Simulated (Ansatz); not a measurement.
# rock-salt TiN (1 1 0) on monoclinic HfO2 (0 1 0), 2 Al on Ti sites at each interface (film strained to the substrate, faces as cut)

A periodic stack without vacuum, rock-salt TiN (1 1 0) on monoclinic HfO2 (0 1 0), 2 Al on Ti sites at each interface (film strained to the substrate, faces as cut): substrate slab Hf20O44, film N24Ti20Al4, surface cells [[0, -1], [2, -1]] and [[1, 1], [0, 4]], film strained by +2.8 and +3.8 %, faces O/O and NTi/NTi as cut (like faces can put a slab off its formula).

The start was prepared with a machine-learned potential, and the result is one local minimum, with the in-plane cell held and forces under 0.04 eV/Å; the film can end far from its bulk form.

Computed with PBE (plane waves to 420 eV, PAW; Ansatz, an electronic-structure program). No spin–orbit coupling; the runs are not spin-polarised; PBE gaps are too small against experiment. Its k-point mesh 6×3×1, Fermi–Dirac width 0.05 eV.

- interface area = 54.5 Å²
- period = 23.59 Å
- gaps between the outermost planes at the two interfaces = 0.79 and 1.09 Å
- Hf–Ti contacts across the interfaces within 1.22 times the sum of covalent radii = 14, mean 3.68 Å
- O–Ti contacts across the interfaces within 1.22 times the sum of covalent radii = 9, mean 2.08 Å
- Al–O contacts across the interfaces within 1.22 times the sum of covalent radii = 6, mean 1.83 Å
- Al–Hf contacts across the interfaces within 1.22 times the sum of covalent radii = 4, mean 3.04 Å

```
CELL_PARAMETERS angstrom
      5.35253    -0.00023     0.00339
      7.08519    10.17598     0.10046
      3.35047     1.49690    23.61195
ATOMIC_POSITIONS crystal
  Hf 0.28987 0.34827 0.09639
  Hf 0.79480 0.86442 0.09829
  Hf 0.10446 0.14396 0.06416
  Hf 0.56919 0.66850 0.08558
  Hf 0.53442 0.12848 0.20806
  Hf 0.04168 0.62643 0.20847
  Hf 0.73109 0.35872 0.18360
  Hf 0.23121 0.86462 0.18922
  O  0.29195 0.47172 0.15012
  O  0.77916 0.96729 0.16067
  O  0.98265 0.02226 0.23708
  O  0.48193 0.51385 0.23681
  O  0.60621 0.03082 0.03985
  O  0.82056 0.56376 0.01648
  O  0.81603 0.47735 0.12723
  O  0.28580 0.97106 0.11854
  O  0.66264 0.25303 0.03210
  O  0.18283 0.76668 0.05141
  O  0.70977 0.22597 0.13867
  O  0.21791 0.72449 0.15340
  O  0.21744 0.21836 0.14305
  O  0.70937 0.73050 0.14563
  O  0.04682 0.31828 0.04283
  O  0.69108 0.79145 0.02978
  Hf 0.17739 0.33235 0.31661
  Hf 0.67918 0.83579 0.31900
  Hf 0.99115 0.11791 0.29918
  Hf 0.49225 0.61405 0.29819
  Hf 0.43398 0.09134 0.43389
  Hf 0.94937 0.58794 0.42620
  Hf 0.63891 0.31752 0.40712
  Hf 0.13036 0.82644 0.40922
  O  0.18244 0.42812 0.37992
  O  0.68921 0.93357 0.38161
  O  0.87615 0.97744 0.46753
  O  0.40157 0.48082 0.45437
  O  0.47026 0.01453 0.27085
  O  0.96719 0.51135 0.26881
  O  0.69993 0.43364 0.34500
  O  0.20064 0.93938 0.34823
  O  0.55739 0.26067 0.25363
  O  0.05963 0.75774 0.25808
  O  0.61056 0.18841 0.36178
  O  0.11273 0.69049 0.36276
  O  0.11066 0.18908 0.36527
  O  0.61039 0.68991 0.36498
  O  0.06171 0.25919 0.24962
  O  0.56258 0.76000 0.25209
  Hf 0.05343 0.31533 0.55771
  Hf 0.61536 0.77943 0.53386
  Hf 0.87324 0.10474 0.51933
  Hf 0.40158 0.58037 0.51414
  O  0.35663 0.96870 0.49172
  O  0.88987 0.47949 0.49856
  O  0.55857 0.42646 0.57870
  O  0.41433 0.88335 0.60396
  O  0.46368 0.22376 0.47592
  O  0.97346 0.72287 0.46949
  O  0.51105 0.19678 0.58417
  O  0.02989 0.64810 0.57016
  O  0.11712 0.13850 0.57180
  O  0.44963 0.67489 0.58677
  O  0.95673 0.22695 0.47009
  O  0.47737 0.72169 0.47096
  N  0.99325 0.36111 0.64673
  N  0.85835 0.63575 0.66727
  N  0.91438 0.87174 0.66216
  N  0.87884 0.12716 0.66651
  N  0.36471 0.12094 0.71048
  N  0.37866 0.37560 0.70719
  N  0.36243 0.61982 0.70545
  N  0.35283 0.87764 0.71571
  N  0.83261 0.11542 0.78028
  N  0.84048 0.36824 0.77408
  N  0.83542 0.62198 0.78207
  N  0.82997 0.86592 0.78068
  N  0.30738 0.85578 0.84024
  N  0.30085 0.10676 0.84101
  N  0.31476 0.35898 0.83362
  N  0.32259 0.60684 0.83685
  N  0.76627 0.84387 0.90944
  N  0.76134 0.09707 0.90920
  N  0.79133 0.34745 0.90560
  N  0.80176 0.59553 0.90567
  N  0.28436 0.58499 0.95579
  N  0.19719 0.85340 0.95480
  N  0.19626 0.10164 0.96482
  N  0.28236 0.33832 0.94771
  Ti 0.86671 0.24522 0.71845
  Ti 0.89588 0.47629 0.70311
  Ti 0.83455 0.75758 0.71474
  Ti 0.86714 0.98414 0.71331
  Al 0.44023 0.24315 0.65595
  Ti 0.28027 0.55649 0.63760
  Al 0.38210 0.75834 0.65232
  Ti 0.29441 0.03130 0.64568
  Ti 0.78640 0.99109 0.84013
  Ti 0.81113 0.23466 0.83742
  Ti 0.81708 0.48239 0.83488
  Ti 0.82703 0.72936 0.84186
  Ti 0.34637 0.98890 0.77965
  Ti 0.32376 0.24342 0.77785
  Ti 0.36082 0.48730 0.77192
  Ti 0.32197 0.74915 0.78134
  Al 0.84851 0.68958 0.97039
  Ti 0.75867 0.95227 0.96739
  Al 0.72490 0.22412 0.95888
  Ti 0.86283 0.43919 0.96958
  Ti 0.31666 0.71615 0.90729
  Ti 0.25028 0.97706 0.90830
  Ti 0.27609 0.21263 0.90367
  Ti 0.29803 0.48069 0.90170
```
